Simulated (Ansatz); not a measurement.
System: LiSiN (model structure, started from the NaSnP type, P6₃mc, No. 186, 6 atoms in the cell). Method: PBEsol in Ansatz (plane waves, PAW).

Run with plane-wave cutoff 520 eV, 12×12×4 k mesh (along the axes of the cell as run), Fermi–Dirac smearing 0.01 eV, scalar-relativistic PAW data made under PBE.

Computed at the level's own relaxed cell.

```xyz
6
Lattice="2.8158 0.0000 0.0000 -1.4079 2.4386 0.0000 0.0000 0.0000 9.2285" Properties=species:S:1:pos:R:3 pbc="T T T"
Li     0.0000     1.6257     2.4910
Li     1.4079     0.8129     7.1052
Si     0.0000     0.0000     0.1343
Si     0.0000     0.0000     4.7485
N      0.0000     1.6257     5.5955
N      1.4079     0.8129     0.9813
```

Problem. List the 14 lowest band energies at Γ above −25 eV (eV, relative to the valence band maximum), grouping those that round alike.

Solution. At Γ: -18.61, -18.60, -8.58, -7.97, -3.46, -2.77 (×2), -2.76 (×2), -1.54, 3.56, 4.70, 6.63, 7.41.

Note: the relaxation could raise the start's symmetry but not lower it, so the cell can be a saddle point.

A model structure was made by putting elements into a prototype or built by hand; it is no filed structure, need not be a known phase, and can be a saddle point held by its symmetry.

Ansatz is a first-principles code.
